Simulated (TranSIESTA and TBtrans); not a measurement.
System: Al point contact of 2 atoms in a row between two rods, one bond stretched by the factor 1.25. Leads: fcc Al rod along [100], layers of 5 and 4 atoms, a = 4.04 Å. Geometry: as built, not relaxed. Transport runs along z; the first 18 and the last 18 of the 69 atoms are the lead cells, repeated to infinity.

```xyz
69
Lattice="14.213 0.000 0.000 0.000 14.213 0.000 0.000 0.000 35.605" Properties=species:S:1:pos:R:3 pbc="F F T"
Al     7.107     7.107     0.000
Al     9.963     7.107     0.000
Al     7.107     9.963     0.000
Al     4.250     7.107     0.000
Al     7.107     4.250     0.000
Al     8.535     8.535     2.020
Al     5.678     8.535     2.020
Al     8.535     5.678     2.020
Al     5.678     5.678     2.020
Al     7.107     7.107     4.040
Al     9.963     7.107     4.040
Al     7.107     9.963     4.040
Al     4.250     7.107     4.040
Al     7.107     4.250     4.040
Al     8.535     8.535     6.060
Al     5.678     8.535     6.060
Al     8.535     5.678     6.060
Al     5.678     5.678     6.060
Al     7.107     7.107     8.080
Al     9.963     7.107     8.080
Al     7.107     9.963     8.080
Al     4.250     7.107     8.080
Al     7.107     4.250     8.080
Al     8.535     8.535    10.100
Al     5.678     8.535    10.100
Al     8.535     5.678    10.100
Al     5.678     5.678    10.100
Al     7.107     7.107    12.120
Al     9.963     7.107    12.120
Al     7.107     9.963    12.120
Al     4.250     7.107    12.120
Al     7.107     4.250    12.120
Al     8.535     8.535    14.140
Al     5.678     8.535    14.140
Al     8.535     5.678    14.140
Al     5.678     5.678    14.140
Al     7.107     7.107    16.160
Al     7.107     7.107    19.445
Al     8.535     8.535    21.465
Al     5.678     8.535    21.465
Al     8.535     5.678    21.465
Al     5.678     5.678    21.465
Al     7.107     7.107    23.485
Al     9.963     7.107    23.485
Al     7.107     9.963    23.485
Al     4.250     7.107    23.485
Al     7.107     4.250    23.485
Al     8.535     8.535    25.505
Al     5.678     8.535    25.505
Al     8.535     5.678    25.505
Al     5.678     5.678    25.505
Al     7.107     7.107    27.525
Al     9.963     7.107    27.525
Al     7.107     9.963    27.525
Al     4.250     7.107    27.525
Al     7.107     4.250    27.525
Al     8.535     8.535    29.545
Al     5.678     8.535    29.545
Al     8.535     5.678    29.545
Al     5.678     5.678    29.545
Al     7.107     7.107    31.565
Al     9.963     7.107    31.565
Al     7.107     9.963    31.565
Al     4.250     7.107    31.565
Al     7.107     4.250    31.565
Al     8.535     8.535    33.585
Al     5.678     8.535    33.585
Al     8.535     5.678    33.585
Al     5.678     5.678    33.585
```

Run with TranSIESTA and TBtrans (open boundaries, self-consistent; PseudoDojo norm-conserving potentials, scalar-relativistic): PAO.BasisSize SZP, PAO.EnergyShift 0.15 eV, XC.Authors PBE, Mesh.Cutoff 150 Ry, ElectronicTemperature 300 K, TBT.Elecs.Eta 0.001 eV, no spin polarisation.

Task: Give the current of both spins against bias, self-consistently and from the zero-bias transmission integrated over the bias window.

Result: 
| V (V) | I self-consistent (μA) | I from the zero-bias T(E) (μA) |
|---|---|---|
| 0.2 | 11.9 | 12.6 |
| 0.4 | 18.1 | 23.1 |
| 0.6 | 20.3 | 33.2 |

Positive bias raises the left lead's chemical potential. The energy step is 0.02 eV; narrower resonances are cut or missed.

The leads' channel count changes near 0.03 eV, within the thermal window, so values at the Fermi level hang on where that band edge falls.
